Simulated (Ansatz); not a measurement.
The parent structure is ZnSiP₂ in the chalcopyrite structure (space group I-42d, No. 122).

ZnSiP$_{2}$ is taken in the tetragonal space group I-42d (No. 122), the chalcopyrite structure, Pearson symbol tI16. Cell: a = b = 5.3064 Å, c = 10.3798 Å, α = β = γ = 90.00°. Zn on 4a sees 4 P at 2.322 Å (tetrahedral). Si on 4b has 4 P at 2.242 Å (tetrahedral). P on 8d is surrounded by 2 Si at 2.242 Å and 2 Zn at 2.322 Å (tetrahedral). (Neighbours: up to the widest gap in distance over summed covalent radii, below 1.35, at either atom; cation-cation and far metal-metal contacts left out.)
(The calculation used a cell of 8 atoms; values per cell refer to that cell.)

Method: Ansatz (an electronic-structure program), LDA, PAW, cutoff 420 eV, without spin-orbit coupling.

One change was made to it. Results:

| quantity | base | after |
|---|---|---|
| band gap | 1.11 eV | 0.58 eV |
| lattice parameter a | 5.306 Å | 4.967 Å |
| electron mass | 1.5 mₑ along c, 0.24 mₑ across (at Γ) | 1.5 mₑ along c, 0.22 mₑ across (at Γ) |

**Question.** Name the change that was made.
(A) pressure −1 GPa
(B) pressure 30 GPa
(C) pressure 2.1 GPa
(D) pressure 15 GPa
(E) pressure 4.5 GPa

**Answer.** B, pressure 30 GPa. For comparison, the band gap in the other runs: pressure −1 GPa gives 1.14 eV; pressure 2.1 GPa gives 1.07 eV; pressure 4.5 GPa gives 1.02 eV; pressure 15 GPa gives 0.82 eV.

Load acts through the strain it causes; cell and atoms are relaxed under it. Masses are band curvatures over ±0.01 Å⁻¹ around the edge. Stability against distortions was not tested. No other phases were tried under pressure.
